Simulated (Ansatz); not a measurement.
# What x(Be) = 0.333, 3 atoms, I4/mmm does to Sr

Base system: Sr in the fcc (Cu type) structure (space group Fm-3m, No. 225; a = 5.9225 Å).

The other end (x = 1) is Be in the fcc (Cu type) structure (space group Fm-3m, No. 225; a hypothetical phase, not in the database extracts checked): 7.80 Å³/atom, gap zero; this end may not be an ambient phase.

Now apply this change: Be replaces 33.3 % of the Sr, ordered in a cell of 3 atoms (starting symmetry I4/mmm) and fully relaxed.

Method: PBEsol/PAW in Ansatz (an electronic-structure program), scalar-relativistic without spin-orbit coupling. Γ-centred 17×17×17 mesh, Fermi–Dirac width 0.05 eV, for the changed cell.

```csv
quantity,base,changed,shift
volume per atom,51.93 Å³,33.32 Å³,-18.61 Å³
density,2.80 g/cm³,3.06 g/cm³,+0.26 g/cm³
shortest interatomic distance,4.188 Å,3.217 Å,-0.971 Å
band gap,zero,zero,–
mixing energy (to 0.01 eV only: unlike meshes or grids) (against an end that may be hypothetical),–,+0.31 eV/atom,–
deviation of the volume from the linear (Vegard-type) interpolation,–,-10.5 %,–
```

Cost of the whole job for the changed cell (relaxation, final SCF and bands): roughly 2.4 core-minutes.

Each cell is one ordered arrangement of few atoms, which overstates ordering effects compared with a random alloy. Stability against distortions was not tested.
